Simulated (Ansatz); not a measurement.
Levels about the gap of amorphous silicon oxynitride (Si30N38O3) (71 atoms in a cell of 806 Å³, 2.93 g/cm³; zone centre alone, so wide bands show as single levels with stretches between that a denser mesh fills), at the geometry that PBE relaxed, where it gives 6.3 GPa on a denser mesh. The participation number counts the atoms over which a state spreads; weights are charges in smoothed Voronoi cells. The levels come from a single point, so bond lengths are those of that geometry. Method of the levels: PBE, scalar-relativistic without spin-orbit coupling (Ansatz, a program for electronic structure). Sampling: the zone centre alone; Fermi-Dirac width 0.02 eV; no spin polarisation. At PBE the levels at both edges of the gap are localised (band-tail or defect states), and the nearest spread-out levels lie 3.0 eV apart at the zone centre.

It comes from a melt-quench run on a machine-learned potential (CHGNet), relaxed afterwards by DFT. O and N atoms were pushed apart under 1.9 Å during the dynamics, to hinder bonds among them. The hot cell started wider than the set density and was brought back towards it in steps. It is the lowest in DFT energy of 2 quenches. It is a model cell: composition and starting density were chosen by hand, and all elements were melted together. No dispersion term was used. Its density started from a set value of 2.93 and ended at 2.93 g/cm³. Cooling (nominally 380 K/ps over its main leg) ran many orders faster than in experiment, which tends to leave more defects and strain. A cell of this size samples the disorder only roughly. The volume was held where the preparation left it, at a PBE pressure of 6.3 GPa. Stress components on the final sampling reach 9.8 GPa. Cycles of charging lowered its energy after that relaxation.

```json
[
 {"E - E(highest filled), eV": "-0.83", "filling": "filled", "participation number": "13.9", "largest on": "N, 3 neighbours", "weight N": "0.88", "weight Si": "0.11", "weight O": "0.01"},
 {"E - E(highest filled), eV": "-0.81", "filling": "filled", "participation number": "16.2", "largest on": "N, 3 neighbours", "weight N": "0.88", "weight Si": "0.11", "weight O": "0.01"},
 {"E - E(highest filled), eV": "-0.77", "filling": "filled", "participation number": "14.0", "largest on": "N, 3 neighbours", "weight N": "0.83", "weight Si": "0.10", "weight O": "0.07"},
 {"E - E(highest filled), eV": "-0.55", "filling": "filled", "participation number": "14.6", "largest on": "N, 3 neighbours", "weight N": "0.90", "weight Si": "0.10", "weight O": "0.01"},
 {"E - E(highest filled), eV": "-0.41", "filling": "filled", "participation number": "12.4", "largest on": "N, 3 neighbours", "weight N": "0.90", "weight Si": "0.09", "weight O": "0.00"},
 {"E - E(highest filled), eV": "-0.35", "filling": "filled", "participation number": "6.8", "largest on": "N, 3 neighbours", "weight N": "0.90", "weight Si": "0.10", "weight O": "0.00"},
 {"E - E(highest filled), eV": "0.00", "filling": "filled", "participation number": "5.2", "largest on": "N, 3 neighbours", "weight N": "0.90", "weight Si": "0.10", "weight O": "0.01"},
 {"E - E(highest filled), eV": "1.82", "filling": "empty", "participation number": "7.8", "largest on": "Si, 3 neighbours", "weight N": "0.44", "weight Si": "0.55", "weight O": "0.01"},
 {"E - E(highest filled), eV": "2.49", "filling": "empty", "participation number": "28.7", "largest on": "Si, 3 neighbours", "weight N": "0.45", "weight Si": "0.52", "weight O": "0.03"},
 {"E - E(highest filled), eV": "2.90", "filling": "empty", "participation number": "15.8", "largest on": "Si, 4 neighbours", "weight N": "0.43", "weight Si": "0.55", "weight O": "0.01"},
 {"E - E(highest filled), eV": "3.26", "filling": "empty", "participation number": "20.9", "largest on": "Si, 4 neighbours", "weight N": "0.43", "weight Si": "0.55", "weight O": "0.02"},
 {"E - E(highest filled), eV": "3.33", "filling": "empty", "participation number": "25.9", "largest on": "Si, 4 neighbours", "weight N": "0.42", "weight Si": "0.56", "weight O": "0.02"},
 {"E - E(highest filled), eV": "3.66", "filling": "empty", "participation number": "23.3", "largest on": "Si, 4 neighbours", "weight N": "0.42", "weight Si": "0.54", "weight O": "0.04"},
 {"E - E(highest filled), eV": "3.88", "filling": "empty", "participation number": "37.0", "largest on": "Si, 4 neighbours", "weight N": "0.43", "weight Si": "0.55", "weight O": "0.02"}
]
```

Most localised among these is the filled level at +0.00 eV, on a N atom, which has 3 neighbours (Si 1.71 Å, Si 1.75 Å, Si 1.87 Å).
